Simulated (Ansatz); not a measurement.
Structures of equal composition on the (111) surface of fcc Cu: a layer of Mo in place of the second plane; a layer of Mo in place of the third plane. The slabs share one bottom face, and each structure is named by its start. These are constructed structures in small cells; real faces may alloy, dewet or reconstruct in larger ones, and not all known structures of the face are among them. Slabs of about 10 Å, Fermi-Dirac smearing of 0.1 eV. Bottom of the slabs: a bare face, its two planes held. Relaxed from the named starts with such symmetry as they have, on meshes of like density; energies extrapolated to zero smearing; spin only where a row says so; no spin-orbit coupling, no U. Brackets mark spin-polarised runs, whose order is one that fits the cell.

These are PBE (plane waves to 420 eV, PAW; Ansatz, an electronic-structure program) values and carry that method's errors.

Problem. Rank these by energy per 1x1 cell (lowest first), as PBE gives it.

Solution. a layer of Mo in place of the third plane (0.000 eV), a layer of Mo in place of the second plane (0.169 eV)
